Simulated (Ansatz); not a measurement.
A thermal frame of NaCl(110) slab, cut from rock-salt NaCl, cell Na24Cl24, with vacuum along z, from MD with PBE at 810 K. DFT level: PBE (plane waves, PAW; Ansatz, a program for electronic structure).

- plane-wave cutoff: 420 eV
- k-points: 2x2x1 mesh shifted by half a step in the plane
- Fermi-Dirac width: 0.070 eV
- spin: not polarised; no spin-orbit coupling

A check of the k-sampling: on the last frame of the same run a denser mesh moved the PBE forces by 0.000 eV/Å rms and the free energy by 0 meV/atom.

```
CELL_PARAMETERS angstrom
      8.35110     0.00000     0.00000
      0.00000    11.81024     0.00000
      0.00000     0.00000    22.43888
ATOMIC_POSITIONS crystal
  Na 0.92359 0.48461 0.24969
  Na 0.68498 0.21954 0.36334
  Na 0.15291 0.20483 0.33072
  Na 0.50271 0.42648 0.26456
  Na 0.50857 0.49648 0.45108
  Na 0.23683 0.21803 0.53136
  Na 0.76875 0.24492 0.52550
  Na 0.00740 0.48275 0.43934
  Na 0.03582 0.51345 0.64491
  Na 0.78103 0.27866 0.69135
  Na 0.34167 0.31343 0.73716
  Na 0.45837 0.53796 0.62787
  Cl 0.20861 0.45183 0.35045
  Cl 0.50904 0.20060 0.26275
  Cl 0.96036 0.23925 0.24334
  Cl 0.73618 0.43903 0.35544
  Cl 0.77208 0.47218 0.54066
  Cl 0.98475 0.22053 0.45304
  Cl 0.48137 0.20481 0.44815
  Cl 0.22688 0.51912 0.53771
  Cl 0.26098 0.54204 0.74310
  Cl 0.48048 0.29515 0.63230
  Cl 0.98704 0.21761 0.62355
  Cl 0.72934 0.51333 0.71572
  Na 0.91063 0.03836 0.23552
  Na 0.67127 0.74585 0.34168
  Na 0.15730 0.69404 0.31799
  Na 0.44862 0.97755 0.26264
  Na 0.49994 0.95280 0.45980
  Na 0.20373 0.74492 0.51650
  Na 0.74571 0.70858 0.55266
  Na 0.99296 0.97140 0.43425
  Na 0.04499 0.00844 0.66016
  Na 0.75806 0.75794 0.71398
  Na 0.24790 0.78709 0.72879
  Na 0.55215 0.99632 0.64881
  Cl 0.21189 0.97724 0.34144
  Cl 0.48205 0.72319 0.25546
  Cl 0.91900 0.70914 0.25310
  Cl 0.79600 0.96097 0.33355
  Cl 0.70696 0.93583 0.54297
  Cl 0.91880 0.73249 0.43228
  Cl 0.43015 0.72739 0.41374
  Cl 0.25136 0.97733 0.54494
  Cl 0.27728 0.04331 0.73105
  Cl 0.47313 0.76725 0.63975
  Cl 0.01942 0.72177 0.62167
  Cl 0.77812 0.00442 0.71999
```

Forces from the machine-learned potential CHGNet 0.3.0 on some atoms (eV/Å):

```tsv
atom	Fx Fy Fz
Na3	0.367 0.118 0.412
Na4	-0.146 0.282 0.302
Na7	-0.629 -0.077 0.595
Cl18	0.457 -0.163 -0.784
Cl21	-0.071 -0.070 -0.363
Cl22	0.082 -0.124 -0.006
Na30	-0.019 0.089 -0.020
Na34	-0.060 0.009 -0.220
Cl37	0.066 0.159 -0.096
Cl39	-0.284 -0.203 -0.418
```

Task: Give the DFT forces on the same atoms (eV/Å).

Result: 
```
atom              Fx Fy Fz
----  --------------------
Na3      0.426 0.153 0.449
Na4     -0.266 0.197 0.473
Na7    -0.651 -0.051 0.562
Cl18   0.430 -0.183 -0.820
Cl21  -0.150 -0.147 -0.261
Cl22    0.095 -0.226 0.058
Na30   -0.033 0.130 -0.049
Na34  -0.112 -0.149 -0.329
Cl37    0.115 0.158 -0.129
Cl39  -0.167 -0.333 -0.481
```
